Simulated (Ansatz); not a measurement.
The reference is Hf in the hcp (Mg type) structure (space group P6_3/mmc, No. 194; a = 3.198 Å, c = 5.049 Å; relaxed with 0.1 eV smearing). Axes: x lies along a and z along c of the hexagonal cell.

The values are results of r2SCAN (Ansatz, a first-principles code), spin-orbit coupling left out, not measurements.

Base values:

| Item | Value |
|---|---|
| Shortest interatomic distance | 3.128 Å |
| Band gap | zero |

The change: uniaxial strain ε_zz = +0.72 %, all other strain components held at zero; the atoms relax in the strained cell.

How does this affect the energy relative to the base, shortest interatomic distance, stress and band gap?

The energy grows by 0.7 meV/atom; the shortest interatomic distance increases by 0.0147 Å, from 3.128 Å to 3.142 Å; the stress (xx, yy, zz, yz, xz, xy; compression positive) comes out as (-0.5, -0.5, -1.4, 0.0, 0.0, 0.0) GPa; the band gap stays zero.

Stability against distortions was not tested. The final runs are not spin-polarised.
